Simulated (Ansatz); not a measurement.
CeO2 in the fluorite structure (space group Fm-3m, No. 225)

Space group Fm-3m (No. 225); a = b = c = 5.464 Å, α = β = γ = 90.00°

```json
[
 {"atom": "Ce", "site": "4a", "symmetry": "m-3m", "x": "0.0000", "y": "0.0000", "z": "0.0000"},
 {"atom": "O", "site": "8c", "symmetry": "-43m", "x": "0.2500", "y": "0.2500", "z": "0.2500"}
]
```
(The calculation used a cell of 3 atoms; values per cell refer to that cell.)

Computed with Ansatz (a program for electronic structure) PBE, spin-orbit coupling left out. Γ-centred 10×10×10 mesh, Fermi–Dirac width 0.05 eV.

The volume per atom is 13.60 Å³ and the density comes out as 7.01 g/cm³. The band gap is 1.89 eV, indirect, K–Γ (31 % along) → L and the lowest conduction-band minima above the VBM comes out as L along ⟨111⟩ 1.89 eV; X along ⟨100⟩ 1.93 eV; a point along ⟨110⟩, about 1.1 Å⁻¹ from Γ 1.96 eV. The total energy comes out as -2571.942 eV/atom (σ→0; compares only within this code and set-up).

Stability against distortions was not tested. Seeded moments were not kept for the base. All final runs are without spin polarisation.
